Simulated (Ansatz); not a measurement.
Start from TiAl (space group P4/mmm, No. 123; a = 2.813 Å, c = 4.062 Å; relaxed with 0.1 eV smearing).

Calculations: r2SCAN (Ansatz, a program for electronic structure, PAW, no spin-orbit coupling).

Strains are applied to the cell and any free atomic positions relax.

One change was made to it. Results:

The pressure (mean of the normal stresses, compression positive) goes from zero to 10.6 GPa; the energy grows by 37 meV/atom.

### Question
What was done to the base?
A) isotropic strain −1.00 %
B) isotropic strain −3.00 %
C) isotropic strain −0.50 %
D) isotropic strain −2.50 %
E) isotropic strain −2.00 %

### Answer
D, isotropic strain −2.50 %. For comparison, the energy relative to the base in the other runs: isotropic strain −1.00 % gives +5.6 meV/atom; isotropic strain −2.00 % gives +23 meV/atom; isotropic strain −3.00 % gives +53 meV/atom; isotropic strain −0.50 % gives +1.4 meV/atom.

No phonon test of stability was made. The final runs are not spin-polarised.
